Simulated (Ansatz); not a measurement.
Start from SnTe in the rock salt structure (space group Fm-3m, No. 225).

```
SnTe
1.0
    0.00000     3.18510     3.18510
    3.18510     0.00000     3.18510
    3.18510     3.18510     0.00000
Te Sn
1 1
Direct
  0.00000   0.00000   0.00000
  0.50000   0.50000   0.50000
```

Cartesian axes are those of the cell as printed.

Computed with r2SCAN in Ansatz (plane waves to 500 eV, PAW, without spin-orbit coupling).

Base values:

The pressure is 0.00 GPa and the shortest interatomic distance comes out as 3.185 Å.

Perturbation: compressive biaxial strain of 0.90 % in the plane normal to [001], as in epitaxy on a mismatched substrate; the out-of-plane cell vector and the atoms relax.

**Question.** Estimate the effect on the pressure, out-of-plane strain, energy relative to the base and shortest interatomic distance.

**Answer.** The pressure (mean of the normal stresses, compression positive) goes from zero to 0.82 GPa; the out-of-plane strain amounts to +0.04 %; the energy grows by 2.2 meV/atom; the shortest interatomic distance falls by 0.029 Å, from 3.185 Å to 3.156 Å.

Stability against distortions was not tested.

Ansatz is a quantum-chemistry and plane-wave program.
